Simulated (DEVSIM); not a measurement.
Device: Schottky contact on n-type Si, at 300 K.

Layer 1 from the left is Si, thickness (μm) 1.50, Nd (cm⁻³) 6.7e16, τn (s) 5.8e-7, τp (s) 5.8e-7.

Left contact: Schottky, work function 4.45 eV, emission velocity 1.1e7 cm/s. Right contact: ohmic. Voltage is applied to the left contact. Recombination: SRH at mid-gap, radiative, Auger. Mobility is μmin + (μ − μmin)/(1 + (N/Nref)^α).

Constants are typed, rounded textbook-type inputs, not results; the design itself was drawn at random and stands for no fabricated device. Values at 300 K.

Si: gap (eV) 1.124, affinity (eV) 4.05, permittivity 11.7, Nc (cm⁻³) 2.86e19, Nv (cm⁻³) 3.1e19, μn (cm²/Vs) 1417, μp (cm²/Vs) 470, μn,min 52, μp,min 45, Nref,n 9.7e16, Nref,p 2.2e17, αn 0.68, αp 0.72, B (cm³/s) 4.7e-15, Cn (cm⁶/s) 2.8e-31, Cp (cm⁶/s) 9.9e-32.

DEVSIM, 1D drift-diffusion, Boltzmann statistics, complete ionisation; no tunnelling, impact ionisation, image-force lowering or self-heating. Metal contacts follow the ideal Schottky-Mott rule: no Fermi-level pinning, no interface dipoles.

Question: What does the simulation give for the potential step across the device at zero bias, the dark forward voltage at 100 A/cm²?

Answer: potential step across the device at zero bias 0.243 V; dark forward voltage at 100 A/cm² 0.072 V.
